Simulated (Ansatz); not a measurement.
The starting structures come from a database of crystals and need not be the phases stable at ambient conditions.

By PBEsol, the system below comes out a metal.

Crystal: CaIn (Pm-3m, CsCl type, not sure to be the ambient phase, 2 atoms a cell, 28.4 Å³ an atom); planes in its conventional cell.

Level of theory: PBEsol (plane waves, PAW; Ansatz, an electronic-structure program).

Ballistic conductance counts the channels of both spins, as a mean over 0.1 eV about the Fermi level; spin-orbit coupling is left out.

```tsv
plane	area (Å²)	G/A (10¹⁵ S/m²)
(001)	14.8	0.51
(110)	20.9	(withheld)
```

Question: Some entries are withheld; supply them.

Answer: 
- (110), G/A (10¹⁵ S/m²): 0.63
